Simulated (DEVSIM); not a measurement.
Device: Mo/Al2O3/p-InP capacitor, at 300 K.

| layer (left to right) | material | thickness (nm) | Na (cm⁻³) |
|---|---|---|---|
| 1 | Al2O3 | 3.30 | - |
| 2 | InP | 16000 | 1.6e15 |

Metal gate on the left, work function 4.6 eV. Fixed charge at the semiconductor interface 1.1e12 cm⁻² (in units of +e); interface traps 1e11 cm⁻² eV⁻¹, uniform in energy, neutral level at 0.5 of the gap above the valence band.

The device is made up for the run: typed textbook-type constants, with dimensions and the other settings drawn at random. Values at 300 K.

```csv
parameter,Al2O3,InP
gap (eV),6.8,1.344
affinity (eV),1.35,4.38
permittivity,9,12.5
Nc (cm⁻³),-,5.7e17
Nv (cm⁻³),-,1.1e19
```

DEVSIM, 1D Poisson equation in equilibrium, Boltzmann statistics, complete ionisation; no quantum confinement or tunnelling. Metal contacts follow the ideal Schottky-Mott rule: no Fermi-level pinning, no interface dipoles.

### Question
Tabulate band edges, carrier densities and field at -0.4 V on the gate.

### Answer
Energies count from the Fermi level of the right contact; mesh points crowd at the junctions.

```tsv
x (μm)	Ec (eV)	Ev (eV)	n (cm⁻³)	p (cm⁻³)	field (V/cm)
0.000	3.650	-3.150	< 1e2	< 1e2	-200000
0.001172	3.627	-3.173	< 1e2	< 1e2	-200000
0.002471	3.601	-3.199	< 1e2	< 1e2	-200000
0.003514	0.555	-0.789	2.7e8	620000	16000
0.006641	0.560	-0.784	2.2e8	750000	16000
0.01301	0.570	-0.774	1.5e8	1100000	16000
0.02837	0.594	-0.750	6.0e7	2800000	15000
0.08520	0.676	-0.668	2500000	6.7e7	14000
0.2026	0.823	-0.521	8600	1.9e10	11000
0.4862	1.045	-0.299	< 1e2	1.1e14	4600
1.132	1.115	-0.229	< 1e2	1.6e15	24
3.702	1.116	-0.228	< 1e2	1.6e15	≈ 0
8.777	1.116	-0.228	< 1e2	1.6e15	≈ 0
13.01	1.116	-0.228	< 1e2	1.6e15	≈ 0
15.06	1.116	-0.228	< 1e2	1.6e15	≈ 0
15.61	1.116	-0.228	< 1e2	1.6e15	≈ 0
15.84	1.116	-0.228	< 1e2	1.6e15	≈ 0
15.94	1.116	-0.228	< 1e2	1.6e15	≈ 0
15.98	1.116	-0.228	< 1e2	1.6e15	≈ 0
16.00	1.116	-0.228	< 1e2	1.6e15	≈ 0
16.00	1.116	-0.228	< 1e2	1.6e15	≈ 0
16.00	1.116	-0.228	< 1e2	1.6e15	≈ 0
```
